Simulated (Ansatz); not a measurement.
Base system: Au in the fcc (Cu type) structure (space group Fm-3m, No. 225; a = 4.157 Å).

Method: Ansatz (a first-principles code), PBE, PAW, cutoff 420 eV, no SOC.

For the base:

- Density = 18.21 g/cm³

It is then changed as follows: a hydrostatic pressure of 2.1 GPa.

### Question
What happens to the density?

### Answer
The density rises by 0.27 g/cm³ (18.21 g/cm³ → 18.48 g/cm³).

Load acts through the strain it causes; cell and atoms are relaxed under it. No phonon test of stability was made.
